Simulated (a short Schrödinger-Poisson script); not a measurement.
From a short Schrödinger-Poisson script (our own, NumPy): one-band effective-mass equation with BenDaniel-Duke matching, electrons, heavy and light holes apart, hard walls at the outer ends, one valence edge for both holes (no strain splitting), no charge, excitons, band mixing or non-parabolicity; under a field the levels are quasi-bound states of a box, listed while three quarters of their weight lies within 4 nm of the wells.

Structure: single Ge/Si0.15Ge0.85 quantum well.

From the first side: 20 nm Si0.15Ge0.85; 12 nm Ge; 20 nm Si0.15Ge0.85.

Constants are typed, rounded textbook-type inputs, not results; the design itself was drawn at random and stands for no fabricated device. Ge: direct gap (eV) 0.88, conduction-band edge (eV) 0, electron mass (mₑ) 0.041, heavy-hole mass 0.21, light-hole mass 0.046. Si0.15Ge0.85: direct gap (eV) 1.36, conduction-band edge (eV) 0.4, electron mass (mₑ) 0.053, heavy-hole mass 0.24, light-hole mass 0.06.

The valence-band edge of each layer lies one gap below its conduction-band edge. The electron's potential energy rises along the stack by the applied field. Mesh 0.03 nm at interfaces.

Question: Give the e2 − e1 (meV); the e1 above the well's band edge (meV); the shift of e1-hh1 at 19.9 kV/cm (meV).

Answer: e2 − e1 (meV): 113; e1 above the well's band edge (meV): 38.2; shift of e1-hh1 at 19.9 kV/cm (meV): -1.6. Excitons are left out, and strain enters only through the typed gaps and offsets, so measured lines lie elsewhere.
